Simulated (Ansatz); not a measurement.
CsPbCl3 in the cubic perovskite structure (space group Pm-3m, No. 221)

Space group Pm-3m (No. 221); a = b = c = 5.521 Å, α = β = γ = 90.00°

| atom | site | symmetry | x | y | z |
|---|---|---|---|---|---|
| Cs | 1a | m-3m | 0.0000 | 0.0000 | 0.0000 |
| Pb | 1b | m-3m | 0.5000 | 0.5000 | 0.5000 |
| Cl | 3c | 4/mm.m | 0.0000 | 0.5000 | 0.5000 |

Level of theory: LDA (Ansatz, an electronic-structure program, PAW, no spin-orbit coupling). k-mesh 6×6×6 (Γ-centred); smearing 0.05 eV (Fermi–Dirac).

| Item | Result |
|---|---|
| Volume per atom | 33.65 Å³ |
| Density | 4.41 g/cm³ |
| Band gap | 1.53 eV, direct at R |
| Electron mass (degenerate bands, along [100]) | 0.093, 0.75, 0.75 mₑ |
| Hole mass | 0.14 mₑ |
| Lowest conduction-band minima above the VBM | R along ⟨111⟩ 1.53 eV; Γ 2.75 eV |
| Total energy | -4049.354 eV/atom (σ→0; compares only within this code and set-up) |

Spin-orbit coupling, missing from the scalar runs, can matter with Pb. Masses are band curvatures over ±0.01 Å⁻¹ around the edge. Stability against distortions was not tested. Many cubic perovskites are stable only at high temperature; tilts and polar distortions were not tested. This is not the structure that CsPbCl3 has at room temperature and ambient pressure.
